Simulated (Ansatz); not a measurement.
The reference is AgI in the wurtzite structure (space group P6_3mc, No. 186; a = 4.685 Å, c = 7.662 Å).

Method: PBE (Ansatz, a first-principles code, PAW, no spin-orbit coupling).

One change was made to it. Results:

| quantity | base | after |
|---|---|---|
| c/a ratio | 1.635 | 1.662 |
| valence-band top at Γ (three highest levels, from the VBM) | 0.00, 0.00, -0.06 eV | 0.00, 0.00, -0.09 eV |
| electron mass | 0.17 mₑ along c, 0.18 mₑ across (at Γ) | 0.15 mₑ along c, 0.17 mₑ across (at Γ) |
| volume per atom | 36.41 Å³ | 31.80 Å³ |

Question: Name the change that was made.
(A) pressure 5 GPa
(B) pressure −2 GPa
(C) pressure 0.3 GPa

Answer: A, pressure 5 GPa. For comparison, the valence-band top at Γ in the other runs: pressure 0.3 GPa gives 0.00, 0.00, -0.06 eV; pressure −2 GPa gives 0.00, 0.00, -0.05 eV.

With I present, leaving out spin-orbit coupling can change the band edges. The levels and masses belong to the bands next to the band gap. Load acts through the strain it causes; cell and atoms are relaxed under it. Effective masses come from finite differences of ±0.01 Å⁻¹. Stability against distortions was not tested. Tetrahedral semiconductors of this kind turn to denser phases somewhere between about 1 and 50 GPa; those were not computed, so compressed cells here can lie past the real transition.
